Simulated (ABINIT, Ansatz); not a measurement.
An Ansatz (a quantum-chemistry and plane-wave program) input for a self-consistent single point of Tc3N (P-6m2, 4 atoms in the cell) (DFT, LDA (PW92), plane waves, default PAW files made with PBE):

Ansatz 0.2 input:
```yaml
crystal:
  lattice:
    - [2.79779000, 0.00000000, 0.00000000]
    - [-1.39889500, 2.42295700, 0.00000000]
    - [0.00000000, 0.00000000, 7.03934000]
  atoms:
    - { symbol: Tc, position: [0.00000000, 0.00000000, 0.50000000] }
    - { symbol: Tc, position: [0.66666700, 0.33333300, 0.80333000] }
    - { symbol: Tc, position: [0.66666700, 0.33333300, 0.19667000] }
    - { symbol: N, position: [0.00000000, 0.00000000, 0.00000000] }
kpoints:
  mp_grid: { grid: [14, 14, 5] }
hamiltonian:
  xc: lda
  pseudopotentials: { kind: paw }
scf:
  occupations: { method: gaussian, width: 0.0037 Ry }
output:
  forces: true
  eigenvalues: true
  stress: true
```

**Question.** Give the ABINIT input for the same structure, mesh, smearing and functional.

**Answer.** One input that does it (others would too):

```
# Tc3N, PseudoDojo nc-sr-04 LDA standard
pp_dirpath "./"
pseudos "Tc.upf, N.upf"
acell 5.2870566202 5.2870566202 13.3024246981
rprim
         1.0000000000    0.0000000103    0.0000000000
        -0.5000000089    0.8660253986    0.0000000000
         0.0000000000    0.0000000000    1.0000000000
natom 4
ntypat 2
znucl 43 7
typat 1 1 1 2
xcart
         0.0000000000    0.0000000000    6.6512123491
         2.6435282944    1.5262418086   10.6862368327
         2.6435282944    1.5262418086    2.6161878654
         0.0000000000    0.0000000000    0.0000000000
ecut 88 Ry
occopt 7
tsmear 0.00183747
nband 33
kptopt 1
ngkpt 14 14 5
nshiftk 1
shiftk 0 0 0
nstep 60
tolvrs 1.0e-10
prtwf 0
prtden 0
prtvol 1
enunit 1
```

Basis settings and potentials, where a program has them, do not carry over. This input uses DFT, LDA (PW92), plane waves, norm-conserving pseudopotentials (PseudoDojo nc-sr-04 LDA standard). LDA parametrisations can differ slightly between programs. The width in Ry is rounded to four decimals.

The starting cell comes from a database of computed structures (which also holds hypothetical and non-ambient phases and stackings), without a prior relaxation at this level.
